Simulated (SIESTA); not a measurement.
## A self-consistent single point of K3I2Br (P-3m1, 6 atoms in the cell) with SIESTA

Computed with GGA PBEsol, numerical atomic orbitals TZP, PseudoDojo PBEsol standard norm-conserving potentials (rewritten from UPF to PSML) run with SIESTA.

The input file:

```
# files in the folder: K.psml I.psml Br.psml (PseudoDojo PBEsol standard)
SystemName  K3I2Br
SystemLabel siesta

NumberOfAtoms                6
NumberOfSpecies              3
%block ChemicalSpeciesLabel
  1 19 K
  2 53 I
  3 35 Br
%endblock ChemicalSpeciesLabel
LatticeConstant              1.0 Ang
%block LatticeVectors
     4.898870000    0.000000000    0.000000000
    -2.449435000    4.242546000    0.000000000
     0.000000000    0.000000000   12.042850000
%endblock LatticeVectors
AtomicCoordinatesFormat      Bohr
%block AtomicCoordinatesAndAtomicSpecies
     0.000000000    0.000000000   11.378844130  1
    -0.000004629    5.344836013    3.443920964  1
     4.628765939    2.672413998   19.313767296  1
    -0.000004629    5.344836013   15.334813080  2
     4.628765939    2.672413998    7.422875180  2
     0.000000000    0.000000000    0.000000000  3
%endblock AtomicCoordinatesAndAtomicSpecies

XC.functional                GGA
XC.authors                   PBEsol
PAO.BasisSize                TZP
PAO.EnergyShift              0.01 Ry
MeshCutoff                   350 Ry
%block kgrid.MonkhorstPack
    5   0   0  0.0
    0   5   0  0.0
    0   0   2  0.0
%endblock kgrid.MonkhorstPack
OccupationFunction           FD
ElectronicTemperature        10 K

MaxSCFIterations             150
SCF.Mixer.Method             Pulay
SCF.Mixer.Weight             0.1
SCF.Mixer.History            8
SCF.DM.Tolerance             1.0E-05
Diag.ParallelOverK           true
WriteForces                  true
```

The program printed (abridged):

```
reinit: Reading from file input.fdf

reinit: System Name: K3I2Br
reinit: System Label: siesta

coor:   Atomic-coordinates input format  =     Cartesian coordinates
coor:                                            (in Bohr units)

siesta: Atomic coordinates (Bohr) and species
siesta:      0.00000   0.00000  11.37884  1        1
siesta:     -0.00000   5.34484   3.44392  1        2
siesta:      4.62877   2.67241  19.31377  1        3
siesta:     -0.00000   5.34484  15.33481  2        4
siesta:      4.62877   2.67241   7.42288  2        5
siesta:      0.00000   0.00000   0.00000  3        6

siesta: System type = bulk

initatomlists: Number of atoms, orbitals, and projectors:      6    81   136

siesta: ******************** Simulation parameters ****************************
redata: Spin configuration                          = none
redata: Time-Reversal Symmetry                      = T
redata: Number of Atomic Species                    =        3
redata: Mesh Cutoff                                 =   350.0000 Ry
redata: Net charge of the system                    =     0.0000 |e|
redata: Min. number of SCF Iter                     =        0
redata: Max. number of SCF Iter                     =      150
redata: SCF convergence failure will abort job
redata: SCF mix quantity                            = Hamiltonian
redata: Mix DM or H after convergence               =   F
redata: Recompute H after scf cycle                 =   F
redata: Mix DM in first SCF step                    =   T
redata: No kicks to SCF
redata: DM Mixing Weight for Kicks                  =     0.5000
redata: Require Harris convergence for SCF          =   F
redata: Harris energy tolerance for SCF             =     0.000100 eV
redata: Require DM convergence for SCF              =   T
redata: DM tolerance for SCF                        =     0.000010
redata: Require EDM convergence for SCF             =   F
redata: EDM tolerance for SCF                       =     0.001000 eV
redata: Require H convergence for SCF               =   T
redata: Hamiltonian tolerance for SCF               =     0.001000 eV
redata: Require (free) Energy convergence for SCF   =   F
redata: (free) Energy tolerance for SCF             =     0.000100 eV
redata: Using DFT-D3 dispersion                     =   F
redata: Using Saved Data (generic)                  =   F
redata: Method of Calculation                       = Diagonalization
redata: Electronic Temperature                      =    10.0000 K
redata: Number of TDED substeps                     =        3
redata: Dynamics option                             = Single-point calculation
redata: Save all siesta data in one NC              =   F
redata: ***********************************************************************

%block SCF.Mixers
  Pulay
%endblock SCF.Mixers

%block SCF.Mixer.Pulay
  # Mixing method
  method pulay
  variant stable

  # Mixing options
  weight 0.1000
  weight.linear 0.1000
  history 8
%endblock SCF.Mixer.Pulay

DM_history_depth set to one: no extrapolation allowed by default for geometry relaxation
Size of DM history Fstack: 1
Total number of electrons:    48.000000
Total ionic charge:    48.000000

* ProcessorY, Blocksize:    1  64

* Orbital distribution balance (max,min):    81    81

k-point displ. along   3 input, could be:     0.00    0.50
 Kpoints in:           30 . Kpoints trimmed:           28

siesta: k-grid: Number of k-points = 28
siesta: k-points from Monkhorst-Pack grid
siesta: k-cutoff (effective) =    12.043 Ang
siesta: k-point supercell and displacements
siesta: k-grid:     5     0     0      0.000
siesta: k-grid:     0     5     0      0.000
siesta: k-grid:     0     0     2      0.000

diag: Algorithm                                     = D&C
diag: Parallel over k                               =   F
diag: Use parallel 2D distribution                  =   F
diag: Parallel block-size                           = 64
diag: Parallel distribution                         =     1 x     1
diag: Used triangular part                          = Lower
diag: Absolute tolerance                            =  0.100E-15
diag: Orthogonalization factor                      =  0.100E-05
diag: Memory factor                                 =  1.0000

superc: Internal auxiliary supercell:     7 x     7 x     3  =     147
superc: Number of atoms, orbitals, and projectors:    882  11907  19992

                        Single-point calculation

superc: Internal auxiliary supercell:     7 x     7 x     3  =     147
superc: Number of atoms, orbitals, and projectors:    882  11907  19992

outcell: Unit cell vectors (Ang):
        4.898870    0.000000    0.000000
       -2.449435    4.242546    0.000000
        0.000000    0.000000   12.042850

outcell: Cell vector modules (Ang)   :    4.898870    4.898870   12.042850
outcell: Cell angles (23,13,12) (deg):     90.0000     90.0000    120.0000
outcell: Cell volume (Ang**3)        :    250.2948
new_DM -- step:     1
Initializing Density Matrix...

Attempting to read DM from file... Failed...
DM filled with atomic data:

InitMesh: MESH = 48 x 48 x 144 = 331776
InitMesh: Mesh cutoff (required, used) =   350.000   353.778 Ry

stepf: Fermi-Dirac step function

        iscf     Eharris(eV)        E_KS(eV)     FreeEng(eV)     dDmax    Ef(eV) dHmax(eV)
   scf:    1    -3592.864957    -3585.265817    -3585.265817  0.688087 -3.756656  2.335070
   scf:    2    -3585.388586    -3585.328008    -3585.328008  0.022874 -3.942450  2.012668
   scf:    3    -3585.604083    -3585.484601    -3585.484601  0.090166 -4.912180  0.377882
   scf:    4    -3585.494699    -3585.491238    -3585.491238  0.032359 -2.587270  0.189425
   scf:    5    -3585.493125    -3585.492233    -3585.492233  0.005447 -5.225211  0.073230
   scf:    6    -3585.486513    -3585.489913    -3585.489913  0.017526 -5.007651  0.270597
   scf:    7    -3585.494486    -3585.492459    -3585.492459  0.011582 -5.160901  0.028456
   scf:    8    -3585.492310    -3585.492390    -3585.492390  0.001246 -5.145580  0.054175
   scf:    9    -3585.492577    -3585.492496    -3585.492496  0.002604 -5.178307  0.002212
   scf:   10    -3585.492496    -3585.492496    -3585.492496  0.000052 -5.177546  0.003289
   scf:   11    -3585.492496    -3585.492496    -3585.492496  0.000170 -5.179577  0.000116
   scf:   12    -3585.492496    -3585.492496    -3585.492496  0.000007 -5.179632  0.000023

SCF Convergence by DM+H criterion
max |DM_out - DM_in|         :     0.0000065716
max |H_out - H_in|      (eV) :     0.0000229180
SCF cycle converged after 12 iterations

Using DM_out to compute the final energy and forces

siesta: E_KS(eV) =            -3585.4925

siesta: E_KS - E_eggbox =     -3585.4925

siesta: Atomic forces (eV/Ang):
     1   -0.000000   -0.000000   -0.000000
     2    0.000005   -0.000003    0.067754
     3   -0.000005    0.000003   -0.067754
     4    0.000005   -0.000003    0.014801
     5   -0.000005    0.000003   -0.014801
     6   -0.000000   -0.000000    0.000000
   Tot    0.000000    0.000000   -0.000000
   Max    0.067754
   Res    0.023117    sqrt( Sum f_i^2 / 3N )
   Max    0.067754    constrained

Stress tensor Voigt[x,y,z,yz,xz,xy] (kbar):        4.88        4.89        4.54       -0.00        0.00        0.00
(Free)E + p*V (eV/cell)    -3586.2375
Target enthalpy (eV/cell)    -3585.4925

siesta: Program's energy decomposition (eV):
siesta: Ebs     =      -772.413657
siesta: Eions   =      6518.865120
siesta: Ena     =      2117.348608
siesta: Ekin    =      1131.071211
siesta: Enl     =       515.046109
siesta: Eso     =         0.000000
siesta: Edftu   =         0.000000
siesta: DEna    =        43.273884
siesta: DUscf   =         0.643221
siesta: DUext   =         0.000000
siesta: Ex      =      -799.231057
siesta: Ec      =       -74.779352
siesta: Exc     =      -874.010409
siesta: Eharris =     -3585.492496
siesta: Etot    =     -3585.492496
siesta: FreeEng =     -3585.492496

siesta: Atomic forces (eV/Ang):
siesta:      1   -0.000000   -0.000000   -0.000000
siesta:      2    0.000005   -0.000003    0.067754
siesta:      3   -0.000005    0.000003   -0.067754
siesta:      4    0.000005   -0.000003    0.014801
siesta:      5   -0.000005    0.000003   -0.014801
siesta:      6   -0.000000   -0.000000    0.000000
siesta: ----------------------------------------
siesta:    Tot    0.000000    0.000000   -0.000000

siesta: Stress tensor (static) (eV/Ang**3):
siesta:     0.003048    0.000002    0.000000
siesta:     0.000002    0.003049   -0.000000
siesta:     0.000000   -0.000000    0.002833

siesta: Cell volume =        250.294757 Ang**3

siesta: Pressure (static):
siesta:                Solid            Molecule  Units
siesta:          -0.00003242         -0.00002506  Ry/Bohr**3
siesta:          -0.00297652         -0.00230125  eV/Ang**3
siesta:          -4.76891021         -3.68700097  kBar
```

The run converged in 12 iterations.

The starting cell comes from a database of computed structures (which also holds hypothetical and non-ambient phases and stackings), without a prior relaxation at this level. Values carry the incompleteness of an atom-centred basis.
